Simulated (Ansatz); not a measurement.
Response to strain in hypothetical Fmmm Cl

The parent structure is Cl (2 atoms a cell; a hypothetical phase, not in the database extracts checked; relaxed with 0.1 eV smearing).

```yaml
crystal:
  lattice:
    - [0.00000, 1.83691, 6.95813]
    - [1.83670, 0.00000, 6.95813]
    - [1.83670, 1.83691, 0.00000]
  atoms:
    - { symbol: Cl, position: [0.13201, 0.13201, 0.86799] }
    - { symbol: Cl, position: [0.86799, 0.86799, 0.13201] }
```

Cartesian axes are those of the cell as printed.

Strains are applied to the cell and any free atomic positions relax; under biaxial strain the out-of-plane vector relaxes too.

Method: r2SCAN+rVV10 in Ansatz (plane waves to 500 eV, PAW, no spin-orbit coupling).

Notes on the quantities. pressure: mean of the normal stresses, compression positive; energy relative to the base: free energy F.

| case | pressure | volume per atom | energy relative to the base |
|---|---|---|---|
| base | 0.0 GPa | 23.48 Å³ | 0 meV/atom |
| biaxial strain −0.76 %, plane normal [001], relaxed out of plane | 1.0 GPa | 23.11 Å³ | +1.6 meV/atom |
| biaxial strain +2.29 %, plane normal [001], relaxed out of plane | -2.5 GPa | 24.59 Å³ | +13 meV/atom |
| uniaxial strain ε_xx = +4.16 % | -2.3 GPa | 24.45 Å³ | +12 meV/atom |
| uniaxial strain ε_yy = +0.42 % | -0.3 GPa | 23.57 Å³ | +0.1 meV/atom |
| uniaxial strain ε_zz = −4.20 % | 0.4 GPa | 22.49 Å³ | +3.8 meV/atom |
| uniaxial strain ε_zz = +1.75 % | -0.1 GPa | 23.89 Å³ | +0.5 meV/atom |
| tensor shear ε_xz = +0.44 % | 0.0 GPa | 23.48 Å³ | 0.0 meV/atom |

Stability against distortions was not tested. The base started in Cmce and relaxed to Fmmm at this level.

Ansatz is a quantum-chemistry and plane-wave program.
